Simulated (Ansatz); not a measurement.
**Pressure series in BeSe**

Consider BeSe in the zinc blende structure (space group F-43m, No. 216; a = 5.178 Å).

Cell and atoms are relaxed at each pressure.

The values are results of PBE (Ansatz, an electronic-structure program), no spin-orbit coupling, earlier PAW set, not measurements.

```tsv
pressure (GPa)	volume per atom (Å³/atom)
-2	17.843
-1	17.587
0	17.350
2.1	16.895
4.5	16.438
9	15.714
15	14.940
22.5	?
30	13.545
```

Fit the third-order Birch–Murnaghan form P(V) = (3B₀/2)[(V₀/V)^(7/3) − (V₀/V)^(5/3)]·[1 + (3/4)(B₀′ − 4)((V₀/V)^(2/3) − 1)] (squares taken in P) to the rows shown and predict the withheld row.

Least squares on the printed values gives V₀ = 17.349 Å³/atom, B₀ = 75.2 GPa, B₀′ = 3.9; this predicts 14.169 Å³/atom, and the run gives 14.170 Å³/atom, in agreement.

Load acts through the strain it causes; cell and atoms are relaxed under it. No phonon test of stability was made. No other phases were tried under pressure.
